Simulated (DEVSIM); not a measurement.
Device: illuminated Si p-on-n cell, one wavelength, at 300 K.

Layer 1 from the left is Si, thickness (μm) 0.240, Na (cm⁻³) 7.7e18, τn (s) 4.5e-9, τp (s) 5.9e-9, absorption coefficient (cm⁻¹) 380. Layer 2 from the left is Si, thickness (μm) 54.0, Nd (cm⁻³) 1.8e15, τn (s) 2.8e-7, τp (s) 2.8e-7, absorption coefficient (cm⁻¹) 380.

Left contact: ohmic, minority electron recombination velocity 400 cm/s. Right contact: ohmic, minority hole recombination velocity 50 cm/s. Voltage is applied to the left contact. Recombination: SRH at mid-gap, radiative, Auger. Gap narrowing is on: ΔEg = 6.92 meV × (l + √(l² + 0.5)), l = ln(N/1.3e17 cm⁻³), shared equally by both band edges. Light enters at the left, 1.1e17 photons cm⁻² s⁻¹, one pass, no reflection. Mobility is μmin + (μ − μmin)/(1 + (N/Nref)^α).

This is a model device: material constants are rounded textbook-type values typed into the input, and sizes, dopings and lifetimes were drawn at random. Values at 300 K.

Si: gap (eV) 1.124, affinity (eV) 4.05, permittivity 11.7, Nc (cm⁻³) 2.86e19, Nv (cm⁻³) 3.1e19, μn (cm²/Vs) 1417, μp (cm²/Vs) 470, μn,min 52, μp,min 45, Nref,n 9.7e16, Nref,p 2.2e17, αn 0.68, αp 0.72, B (cm³/s) 4.7e-15, Cn (cm⁶/s) 2.8e-31, Cp (cm⁶/s) 9.9e-32.

Simulated with DEVSIM: 1D drift-diffusion, Boltzmann statistics, complete ionisation; no tunnelling, impact ionisation, image-force lowering or self-heating.

Dark forward current:

```
|V| (V)  |J| (A/cm²)
-------  -----------
0.05        3.924e-8
0.10        1.423e-7
0.15        4.390e-7
0.20        1.357e-6
0.25        4.533e-6
0.30        1.750e-5
0.35        8.135e-5
0.40       0.0004472
0.45        0.002744
0.50         0.01769
0.55          0.1099
0.60          0.5415
0.65           1.858
0.70           5.198
0.75           13.92
0.80           37.21
0.85           100.2
0.90           268.7
0.95           688.6
1.00            1600
1.05            3300
```

Question: Work out the local ideality factor n = ΔV / (kT/q · ln(J2/J1)) between the rows 0.15 and 0.20 V, 0.45 and 0.50 V, 1.00 and 1.05 V.

Answer: kT/q = 25.85 mV. From 0.15 to 0.20 V: ln(1.357e-6/4.390e-7) = 1.129, n = 1.71. From 0.45 to 0.50 V: ln(0.01769/0.002744) = 1.864, n = 1.04, near the 1 of diffusion or emission over a barrier. From 1.00 to 1.05 V: ln(3300/1600) = 0.724, n = 2.67.

Question: What current could the absorbed light give at most, and what share is collected?

Answer: Σ αd = 2.06, so qΦ(1 − exp(−Σ αd)) = 15.4 mA/cm². The simulated short-circuit current is 7.666 mA/cm², a share of 0.50.

Question: Estimate the open-circuit voltage by superposition: the voltage at which the dark current equals that short-circuit current.

Answer: Interpolating ln J in the table gives 0.478 V. The simulation gives 0.477 V, the same within the digits that matter. Superposition holds where collection doesn't change with voltage.

Question: Estimate the fill factor from FF0 = (v − ln(v + 0.72))/(v + 1), v = qVoc/(nkT), with n from the dark curve.

Answer: The rows about Voc, 0.45 and 0.50 V, give n = 1.04, so v = 17.8 and FF0 = 0.791. The simulation gives 0.778; the estimate lies 1.7 % above.
